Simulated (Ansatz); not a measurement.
Pd under a change: uniaxial strain ε_zz = +2.50 %

The reference is Pd in the fcc (Cu type) structure (space group Fm-3m, No. 225; a = 3.8777 Å; relaxed with 0.1 eV smearing). Axes: x, y, z lie along the cube axes.

Modification: the cell is stretched by 2.50 % along z with no lateral relaxation; the atoms relax in the strained cell.

Computed with Kohn–Sham DFT with the PBEsol functional, run in Ansatz (a first-principles code) with PAW and 420 eV plane waves, without spin-orbit coupling. Γ-centred 29×29×29 mesh, Fermi–Dirac width 0.1 eV.

```csv
quantity,base,changed,shift
volume per atom,14.58 Å³,14.94 Å³,+0.36 Å³
energy relative to the base (free energy F),0 meV/atom,+6.7 meV/atom,+6.7 meV/atom
"pressure (mean of the normal stresses, compression positive)",0.0 GPa,-4.6 GPa,-4.6 GPa
band gap,zero,zero,–
"stress (xx, yy, zz, yz, xz, xy; compression positive)",–,"(-4.1, -4.1, -5.7, 0.0, 0.0, 0.0) GPa",–
```

Final structure:

```
CELL_PARAMETERS angstrom
      0.00000     1.93885     1.98732
      1.93885     0.00000     1.98732
      1.93885     1.93885     0.00000
ATOMIC_POSITIONS crystal
  Pd 0.00000 0.00000 0.00000
```

Cost of the whole job for the changed cell (relaxation, final SCF and bands): very roughly 30 core-seconds.

Whether these cells are dynamically stable was not tested. All final runs are without spin polarisation. Pd lies near a magnetic instability that expansion can trigger; it was not tested.
